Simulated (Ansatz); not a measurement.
Results of r²SCAN (Ansatz, a first-principles code, PAW) for NiAl (within 0.1 Å of Pm-3m, No. 221, 2 atoms in the cell; start mp-1228868).

Input:

Ansatz 0.2 input:
```yaml
crystal:
  lattice:
    - [2.0120517426, -2.0120626966, 0.0]
    - [2.0120517426, 2.0120626966, 0.0]
    - [0.0, 0.0, 2.8409963737]
  atoms:
    - { symbol: Al, position: [0.0, 0.0, 0.0] }
    - { symbol: Ni, position: [0.5, 0.5, 0.5] }
basis:
  ecutwfc: 560
  ecutrho_ratio: 4
  xc_grid: 3
kpoints:
  mp_grid: { grid: [20, 20, 18] }
hamiltonian:
  xc: r2scan
  dispersion: none
  pseudopotentials: { kind: paw }
scf:
  occupations: { method: fermi_dirac, width: 0.05 }
output:
  forces: true
  stress: true
  eigenvalues: true
relax:
  f_tol: 0.004
  escape_saddle: false
  max_steps: 80
  cell: { stress_tol: 0.02, fix: [volume] }
```

The run printed, among other lines:

```
WARN 8 symmetry operations that the atoms keep within the bar at which the run's group was sought (crystal.symmetry.tolerance 1.0e-5, or twice it) were not …
Relaxation: its limit of steps is 80 (relax.max_steps)
Crystal: 2 atoms, lattice volume = 23.003 Å³
Basis set: ecut = 560 eV, 739 PW (Γ), exchange–correlation on 72×72×72 points (27 copies of the dense FFT grid, shifted against one another)
Bands: 15, of which v1, the nominal top of the filled ones, is band 11 counted from 1 (10 counted from 0)
Symmetry: 8 space group operations
Space group: Cmmm (ITA 65), of the structure as read, at distance tolerance 2.8e-5 Å
k-points: 1110 of 7200
Functional: x = r2scan, c = r2scan; τ floored in thin density (d = 2e-4 eV/Å³)
SCF iter   1: F=—  HF=-6386.997977 eV  |F-HF|=—  |Δ(HF+E_count)|=         —  Δρ=2.53e-2  dr2=1.13e-1  dr2_τ=6.16e-2
SCF iter   2: F=—  HF=-6387.061526 eV  |F-HF|=—  |Δ(HF+E_count)|=   6.35e-2  Δρ=1.64e-2  dr2=2.91e-2  dr2_τ=6.89e-4
  ...
SCF 1 converged in 8 iterations: F = -6387.052562 eV  dr2 = 1.73e-8
Crystal: 2 atoms, lattice volume = 23.003 Å³
Initial density: handed on by an earlier stage of this run
SCF 2 converged in 5 iterations: F = -6387.052563 eV  dr2 = 2.71e-10
Crystal: 2 atoms, lattice volume = 23.003 Å³
SCF iter   3: F=—  HF=-6387.052562 eV  |F-HF|=—  |Δ(HF+E_count)|=  2.26e-10  Δρ=6.12e-7  dr2=4.44e-11  dr2_τ=1.01e-12
SCF iter   4: F=-6387.052562 eV  HF=-6387.052562 eV  |F-HF|=9.09e-13  |Δ(HF+E_count)|=  9.09e-13  Δρ=1.26e-7  dr2=1.82e-12  dr2_τ=6.28e-14
SCF 3 converged in 4 iterations: F = -6387.052562 eV  dr2 = 1.82e-12
SCF converged after 4 iterations
Free energy (F): -6387.052562 eV
Internal energy: -6387.045910 eV  (E = F + TS)
E sigma→0 (E₀):  -6387.049236 eV
Fermi energy:    14.518536 eV
--- Forces (eV/Å), atoms counted from 1 ---
  atom   1  Al     0.00000000     0.00000000     0.00000000
  atom   2  Ni     0.00000000     0.00000000     0.00000000
--- Stress (GPa, compression-positive) ---
        3.737816       0.000000       0.000000
        0.000000       3.736980       0.000000
        0.000000       0.000000       3.714785
  P = ⅓ Tr σ = 3.7299 GPa (37.299 kbar)
```

The cell is one volume of an energy–volume scan, off the minimum.

The PAW data were made under PBE.

Note: the run has no spin polarisation, so it can have missed a magnetic state.

It cost around 80 core-seconds (rough) of CPU time.

A start named mp-… is a Materials Project structure, which need not be a measured phase.
